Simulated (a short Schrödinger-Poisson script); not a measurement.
Structure: MOS inversion layer, HfO2 on p-type Si(100), at 300 K.

From the gate side: 11.1 nm HfO2; 740 nm Si, acceptors 3.4e17 cm⁻³.

Constants are typed, rounded textbook-type inputs, not results; the design itself was drawn at random and stands for no fabricated device. HfO2: permittivity 22, conduction-band edge (eV) 1.55, gap (eV) 5.7, electron mass (mₑ) 0.2. Si: permittivity 11.7, conduction-band edge (eV) 0, gap (eV) 1.124, Nv at 300 K (cm⁻³) 3.1e19.

Channel valleys (confinement mass, in-plane density-of-states mass, number): Δ2 0.916, 0.19, 2; Δ4 0.19, 0.417, 4. At the gate the conduction-band edge of layer 1 lies 1.63 eV − eVg above the Fermi level of the channel; the field vanishes at the back. Gaps are held at their typed values at every temperature. Mesh 0.03 nm at interfaces.

From a short Schrödinger-Poisson script (our own, NumPy): 1D Poisson equation in equilibrium, electrons quantum, Hartree (BenDaniel-Duke, 12 states a valley, the channel's in-plane mass for all, wave functions ending at the dielectric), parabolic valleys, classical holes, full ionisation, no traps, pinning or gate leakage.

```tsv
Vg (V)	electrons (cm⁻²)	C (μF/cm²)	Δ2 E0 (meV from the Fermi level)	Δ4 E0 (meV from the Fermi level)
0.2	2.54e10	0.271	145.0	198.6
0.3	2.80e11	0.799	81.5	138.0
0.4	8.66e11	1.12	50.0	110.4
0.5	1.60e12	1.24	31.6	96.2
0.6	2.39e12	1.31	18.5	87.2
0.7	3.21e12	1.35	8.1	80.8
0.8	4.06e12	1.38	-0.7	75.8
0.9	4.93e12	1.40	-8.5	71.7
1	5.80e12	1.41	-15.5	68.2
1.1	6.69e12	1.43	-22.1	65.2
1.2	7.58e12	1.44	-28.2	62.4
1.3	8.48e12	1.45	-34.1	59.9
1.4	9.39e12	1.45	-39.7	57.6
1.5	1.03e13	1.46	-45.1	55.4
1.6	1.12e13	1.47	-50.4	53.3
1.7	1.21e13	1.47	-55.5	51.4
```

Gate voltages with under 1e9 electrons/cm² are left out.

Question: At Vg = 1.7 V the lowest Δ2 subband lies at -55.5 meV from the Fermi level. How many electrons does it hold, and what share of all?

Answer: The two-dimensional density of states is g m/(πħ²) = 1.59e11 cm⁻² meV⁻¹ (both spins), kT = 25.9 meV, so n = D kT ln(1 + exp(−E/kT)) = 9.26e12 cm⁻², 0.76 of the 1.21e13 cm⁻² in all.

Question: Compare the slope of the sheet density between 1.5 and 1.7 V with the geometric capacitance of the layers between gate and channel.

Answer: q Δn/ΔV = 1.44 μF/cm²; ε0/Σ(t/ε) = 1.75 μF/cm². The ratio is 0.82: the channel acts as a further capacitance in series.
